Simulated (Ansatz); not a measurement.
## ZrC: pressure series

Take ZrC in the rock salt structure (space group Fm-3m, No. 225; a = 4.669 Å) as the base.

Cell and atoms are relaxed at each pressure.

Method: DFT with PBEsol, PAW potentials and a 420 eV plane-wave cutoff in Ansatz (a first-principles code), no SOC.

Notes on the quantities. enthalpy: H = E + PV relative to the base's energy.

```
change             volume per atom       enthalpy
-----------------  ---------------  -------------
base                      12.72 Å³              –
pressure −2 GPa           12.83 Å³  -0.16 eV/atom
pressure −1 GPa           12.78 Å³  -0.08 eV/atom
pressure 0.9 GPa          12.67 Å³  +0.07 eV/atom
pressure 2.1 GPa          12.61 Å³  +0.17 eV/atom
pressure 4.5 GPa          12.49 Å³  +0.35 eV/atom
pressure 9 GPa            12.28 Å³  +0.70 eV/atom
pressure 15 GPa           12.02 Å³  +1.16 eV/atom
pressure 22.5 GPa         11.73 Å³  +1.71 eV/atom
pressure 30 GPa           11.47 Å³  +2.26 eV/atom
```

Load acts through the strain it causes; cell and atoms are relaxed under it. No phonon test of stability was made. Competing high-pressure phases were not computed. The final runs are not spin-polarised.
